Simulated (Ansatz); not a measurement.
# SiNF (model structure, Pmn2₁, No. 31, 6 atoms in the cell)

These are LDA (Ansatz, a quantum-chemistry and plane-wave program, plane waves, PAW) values and carry that method's errors.

Settings: plane-wave cutoff 520 eV, 12×6×8 k mesh (along the axes of the cell as run), Fermi–Dirac smearing 0.01 eV, scalar-relativistic PAW data made under PBE.

Cell (relaxed at this level):

```yaml
crystal:
  lattice:
    - [2.88240, 0.00000, 0.00000]
    - [0.00000, 4.78776, 0.00000]
    - [0.00000, 0.00000, 4.81098]
  atoms:
    - { symbol: Si, position: [0.00000, 0.38748, 0.99139] }
    - { symbol: N, position: [0.50000, 0.48258, 0.82405] }
    - { symbol: F, position: [0.00000, 0.05740, 0.01789] }
    - { symbol: Si, position: [0.50000, 0.61252, 0.49139] }
    - { symbol: N, position: [0.00000, 0.51742, 0.32405] }
    - { symbol: F, position: [0.50000, 0.94260, 0.51789] }
```

```
Item                                  Result
---------------  ---------------------------
band gap         5.14 eV (on the SCF k mesh)
direct gap at Γ                      5.41 eV
bulk modulus B0                     40.2 GPa
```

Note: the bulk modulus is −V dP/dV from two relaxed cells at ±2 % in volume; the relaxation could raise the start's symmetry but not lower it, so the cell can be a saddle point.

The computed numbers hold no vibrational or temperature effects.

Cost on a shared machine: around 21 core-minutes (rough).

A model structure was made by putting elements into a prototype or built by hand; it is no filed structure, need not be a known phase, and can be a saddle point held by its symmetry.
